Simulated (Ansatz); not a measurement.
An Ansatz (an electronic-structure program) run: Cs2AgBiBr6 with a change (biaxial strain −1.25 %, plane normal [111], relaxed out of plane); Kohn–Sham DFT with the LDA functional, run in Ansatz with PAW and 420 eV plane waves, no SOC.

Input:

Ansatz 0.2 input:
```yaml
crystal:
  lattice:
    - [7.6783792436, 0, 0]
    - [3.8391896218, 6.6496714848, 0]
    - [3.8391896218, -2.2165571616, 6.3884090779]
  atoms:
    - { symbol: Bi, position: [0, 0, 0] }
    - { symbol: Ag, position: [0, 0.5, 0.5] }
    - { symbol: Cs, position: [0.5, 0.25, 0.75] }
    - { symbol: Cs, position: [0.5, 0.75, 0.25] }
    - { symbol: Br, position: [0, 0.7445484357, 0.2554515643] }
    - { symbol: Br, position: [0.5109031286, 0.7445484357, 0.7445484357] }
    - { symbol: Br, position: [0, 0.2554515643, 0.7445484357] }
    - { symbol: Br, position: [0.4890968714, 0.2554515643, 0.2554515643] }
    - { symbol: Br, position: [0, 0.2554515643, 0.2554515643] }
    - { symbol: Br, position: [0, 0.7445484357, 0.7445484357] }
basis: { ecutwfc: 420, ecutrho_ratio: 4, xc_grid: 2, fft_grid_basis: typed }
kpoints: { mp_grid: { grid: [5, 5, 5] } }
hamiltonian:
  xc: lda
  dispersion: none
  pseudopotentials: { kind: paw }
scf: { occupations: { method: fermi_dirac, width: 0.05 } }
relax: { f_tol: 0.005, max_steps: 50, cell: { stress_tol: 0.01, fix: [a, b, gamma] } }
output: { forces: true, stress: true }
checkpoint: { write: state.ck, write_every: 1000 }
```

Output (explanatory and most iteration lines left out):

```
Relaxation: its limit of steps is 50 (relax.max_steps)
Pseudopotential: Bi, paw, valence charge 15
Pseudopotential: Ag, paw, valence charge 19
Pseudopotential: Cs, paw, valence charge 9
Pseudopotential: Br, paw, valence charge 7
Crystal: 10 atoms, lattice volume = 326.184 Å³
Basis set: ecut = 420 eV, 6339 PW (Γ), exchange–correlation on 108×108×108 points (8 copies of the dense FFT grid, shifted against one another)
Bands: 57, of which v1, the nominal top of the filled ones, is band 47 counted from 1 (46 counted from 0)
Symmetry: 12 space group operations
Space group: R-3m (ITA 166), of the structure as read, at distance tolerance 6.9e-5 Å
k-points: 19 of 125
Functional: x = slater, c = lda
SCF iter   1: F=—  HF=-46728.003784 eV  |F-HF|=—  |Δ(HF+E_count)|=         —  Δρ=5.55e-3  dr2=8.83e-2  ethr=1.77e-3  ⟨swp⟩=11.8  Hψ=5704  notcnv=0  defer=17
SCF iter   2: F=—  HF=-46727.988452 eV  |F-HF|=—  |Δ(HF+E_count)|=   1.53e-2  Δρ=2.55e-3  dr2=1.56e-2  ethr=9.39e-5  ⟨swp⟩=2.4  Hψ=2225  notcnv=0  defer=44
SCF 1 converged in 7 iterations: F = -46727.984783 eV  dr2 = 3.24e-8
relax step   1: F+E_penalty+E_count = -46727.98478341 eV  Δ(F+E_penalty+E_count) = +0.000e0 eV  max|allowed force component| = 3.895e-2 eV/Å  Δτ_max = 0.0000 Å  P = +0.671 GPa  Ω = 326.184 Å³  fix = [a, b, gamma]  reactions: a +0.777, b +0.777 GPa  (7 SCF iters, dr2 threshold 1.00e-7 eV, accepted)
[... steps on the carried basis left out ...]
relax step   5: F+E_penalty+E_count = -46727.98955268 eV  Δ(F+E_penalty+E_count) = -8.197e-6 eV  max|allowed force component| = 5.723e-4 eV/Å  Δτ_max = 0.0037 Å  P = +0.301 GPa  Ω = 329.418 Å³  energy of the carried Pulay correction = -4.164e-4 eV  fix = [a, b, gamma]  reactions: a +0.452, b +0.452 GPa  (8 SCF iters, accepted)
Crystal: 10 atoms, lattice volume = 329.418 Å³
SCF iter   1: F=—  HF=-46727.990040 eV  |F-HF|=—  |Δ(HF+E_count)|=         —  Δρ=3.37e-5  dr2=1.45e-7  ethr=7.69e-7  ⟨swp⟩=4.0  Hψ=8853  notcnv=0
SCF iter   2: F=—  HF=-46727.989972 eV  |F-HF|=—  |Δ(HF+E_count)|=   6.71e-5  Δρ=1.72e-5  dr2=3.73e-8  ethr=1.54e-10  ⟨swp⟩=3.8  Hψ=3053  notcnv=0
SCF 6 converged in 6 iterations: F = -46727.989974 eV  dr2 = 1.11e-12
SCF converged after 6 iterations
Free energy (F): -46727.989974 eV
Internal energy: -46727.989972 eV  (E = F + TS)
E sigma→0 (E₀):  -46727.989973 eV
Entropy (-TS):   -0.000001 eV (-0.000 meV/atom)
Fermi energy:    5.559421 eV
--- Forces (eV/Å), atoms counted from 1 ---
  atom   1  Bi    -0.00000000     0.00000000     0.00000000
  atom   2  Ag     0.00000000    -0.00000000     0.00000000
  atom   3  Cs    -0.00000000    -0.00000000    -0.00037600
  atom   4  Cs    -0.00000000     0.00000000     0.00037600
  atom   5  Br     0.00000000    -0.00023974     0.00056143
  atom   6  Br     0.00020762    -0.00011987    -0.00056143
  atom   7  Br     0.00000000     0.00023974    -0.00056143
  atom   8  Br    -0.00020762     0.00011987     0.00056143
  atom   9  Br     0.00020762     0.00011987     0.00056143
  atom  10  Br    -0.00020762    -0.00011987    -0.00056143
--- Stress (GPa, compression-positive) ---
        0.450974      -0.000000       0.000000
        0.000000       0.450974       0.000000
        0.000000       0.000000      -0.001732
  P = ⅓ Tr σ = 0.3001 GPa (3.001 kbar)
--- Relaxed structure (5 steps of the walk, 5 accepted, 1 SCFs on fresh bases) ---
  cell:  # Å, volume = 329.4178 Å³
    - [7.678379243571858, -5.4697496726791045e-61, -5.728724724977231e-34]
    - [3.839189621785929, 6.649671484824371, 3.233766890939008e-18]
    - [3.839189621785929, -2.2165571616081237, 6.451747354894012]
  atoms:
    - { symbol: Bi, position: [8.894591654875469e-21, 2.3999804060459577e-21, 1.697139552687981e-21] }
    - { symbol: Ag, position: [0.0, 0.5, 0.49999999999999994] }
    - { symbol: Cs, position: [0.5023779580396175, 0.24881102098019126, 0.7464330629405737] }
    - { symbol: Cs, position: [0.4976220419603824, 0.7511889790198089, 0.2535669370594263] }
    - { symbol: Br, position: [0.001057329724882372, 0.7433016151616679, 0.25458372538856716] }
    - { symbol: Br, position: [0.5112821102268991, 0.7443589448865504, 0.7454162746114328] }
    - { symbol: Br, position: [-0.0010573297248825386, 0.2566983848383322, 0.7454162746114328] }
    - { symbol: Br, position: [0.48871788977310066, 0.2556410551134497, 0.25458372538856716] }
    - { symbol: Br, position: [0.0010573297248824276, 0.2556410551134497, 0.25458372538856716] }
    - { symbol: Br, position: [-0.0010573297248824831, 0.7443589448865504, 0.7454162746114327] }
```

Spin-orbit coupling, missing from the scalar runs, can matter with Bi. Stability against distortions was not tested. The cell was made from Cs2AgBiBr6 (space group Fm-3m, No. 225) by this change: biaxial strain −1.25 %, plane normal [111], relaxed out of plane.
